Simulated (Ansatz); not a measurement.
Take SiC in the wurtzite structure (space group P6_3mc, No. 186; a = 3.0755 Å, c = 5.0486 Å) as the base.

Method: r2SCAN (Ansatz, a program for electronic structure), scalar-relativistic without spin-orbit coupling, earlier PAW set.

Before the change:

Gap character: indirect, Γ → K
Pressure: 0.01 GPa
Width of the top valence band: 4.03 eV
Band gap: 2.65 eV

Modification: every lattice vector is stretched by 0.95 %, atoms relaxed at fixed cell.

Task: Predict the new gap character.

Result: The gap character stays indirect, Γ → K.

Task: What happens to the pressure?

Result: The pressure (mean of the normal stresses, compression positive) decreases by 6.122 GPa, from 0.01 GPa to -6.12 GPa.

Task: Predict the new energy relative to the base.

Result: The energy goes up by 5.8 meV/atom.

Task: Estimate the effect on the width of the top valence band.

Result: The width of the top valence band falls by 0.08 eV to 3.95 eV.

Task: What happens to the band gap?

Result: The band gap increases by 0.04 eV, from 2.65 eV to 2.69 eV.

The cells carry an imposed strain or load. Whether these cells are dynamically stable was not tested.
